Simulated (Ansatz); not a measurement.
Input:

End structure of a constructed model of the (000-1) surface of 4H silicon carbide, C-terminated, (√3x√3)R30° Sb adatom at H3 (bottom of the slab: 3 H on 3 bottom sites):

```
CELL_PARAMETERS angstrom
      4.64113     2.67956     0.00000
     -4.64113     2.67956     0.00000
      0.00000     0.00000    27.50000
ATOMIC_POSITIONS crystal
  Si 0.00000 0.33333 0.35250
  Si 0.33333 0.00000 0.35250
  Si 0.66667 0.66667 0.35250
  C  0.00000 0.00000 0.37556
  C  0.33333 0.66667 0.37556
  C  0.66667 0.33333 0.37556
  Si 0.00000 0.99964 0.44443
  Si 0.33297 0.66667 0.44443
  Si 0.66703 0.33369 0.44443
  C  0.00000 0.66667 0.46809
  C  0.33333 0.33333 0.46696
  C  0.66667 0.00000 0.46696
  Si 0.00000 0.66667 0.53784
  Si 0.33333 0.33333 0.53586
  Si 0.66667 0.00000 0.53586
  C  0.00000 0.00605 0.55963
  C  0.33938 0.66667 0.55963
  C  0.66062 0.32729 0.55963
  Si 0.00000 0.00834 0.62878
  Si 0.34167 0.66667 0.62878
  Si 0.65833 0.32500 0.62878
  C  0.00000 0.34882 0.65132
  C  0.31784 0.98451 0.65132
  C  0.68216 0.66667 0.65132
  H  0.00000 0.33268 0.29795
  H  0.33399 0.00065 0.29795
  H  0.66601 0.66667 0.29795
  Sb 0.00000 0.66667 0.70936
```

Model: 28-atom slab, 11.1 Å thick at the start with caps and adatoms (thin: gaps and levels are the slab's own), 6x6x1 mesh, Fermi-Dirac 0.025 eV, dipole correction, single point; on the structure that PBE left under its start's symmetry; no spin, no spin-orbit, no U. In PBE it lies 0.08 eV a 1x1 cell over the lowest computed structure of the same composition ((√3x√3)R30° Sb adatom at T4).

### Question
What gap of the slab on its k-mesh does r2SCAN, at the PBE geometry in Ansatz (a program for electronic structure) give?

### Answer
2.03 eV

### Question
Give the highest filled level below the top vacuum level at the level r2SCAN, at the PBE geometry.

### Answer
4.58 eV
